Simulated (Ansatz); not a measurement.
Antifluorite Be2C was calculated with PBEsol (PAW; Ansatz, a program for electronic structure).

Numerical settings: plane-wave cutoff 520 eV, 14×14×14 k mesh, scalar-relativistic PAW data made under PBE.

Computed at the level's own relaxed cell.

Elastic tensor (GPa, Voigt notation, ions relaxed):

```
  580.8    18.6    18.6     0.0     0.0     0.0
   18.6   580.8    18.6     0.0     0.0     0.0
   18.6    18.6   580.8     0.0     0.0     0.0
    0.0     0.0     0.0   211.5     0.0     0.0
    0.0     0.0     0.0     0.0   211.5     0.0
    0.0     0.0     0.0     0.0     0.0   211.5
```

Worked from these constants: the tetragonal shear constant is C′ = (C11 − C12)/2 = 281.1 GPa against C44 = 211.5 GPa, so the C44 shear is the softer. The Zener ratio C44/C′ is 0.75 (1 for an isotropic solid), and the Cauchy pressure C12 − C44 is -192.9 GPa. With C11 + 2C12 = 618.0 GPa all three Born conditions hold; they don't test modes at the zone boundary.

Static lattice: no zero-point or thermal effects.
